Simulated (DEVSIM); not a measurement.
System: abrupt GaSb p-n junction, at 300 K.

Layer 1 from the left is GaSb, thickness (μm) 55.0, Na (cm⁻³) 1e15, τn (s) 3.2e-9, τp (s) 3.2e-9. Layer 2 from the left is GaSb, thickness (μm) 1.80, Nd (cm⁻³) 2.6e14, τn (s) 3.2e-9, τp (s) 9.6e-8.

Left contact: ohmic. Right contact: ohmic. Voltage is applied to the left contact. Recombination: SRH at mid-gap, radiative, Auger. Mobility is μmin + (μ − μmin)/(1 + (N/Nref)^α).

Constants are typed, rounded textbook-type inputs, not results; the design itself was drawn at random and stands for no fabricated device. Values at 300 K.

GaSb: gap (eV) 0.726, affinity (eV) 4.06, permittivity 15.7, Nc (cm⁻³) 2.1e17, Nv (cm⁻³) 1.8e19, μn (cm²/Vs) 5000, μp (cm²/Vs) 850, μn,min 1000, μp,min 190, Nref,n 2.8e17, Nref,p 9e17, αn 1.05, αp 0.65, B (cm³/s) 1e-10, Cn (cm⁶/s) 5e-30, Cp (cm⁶/s) 5e-30.

Simulated with DEVSIM: 1D drift-diffusion, Boltzmann statistics, complete ionisation; no tunnelling, impact ionisation, image-force lowering or self-heating.

### Question
What does the simulation give for the largest field in the device at zero bias, the dark forward voltage at 1 A/cm²?

### Answer
largest field in the device at zero bias 3500 V/cm; dark forward voltage at 1 A/cm² 0.248 V.
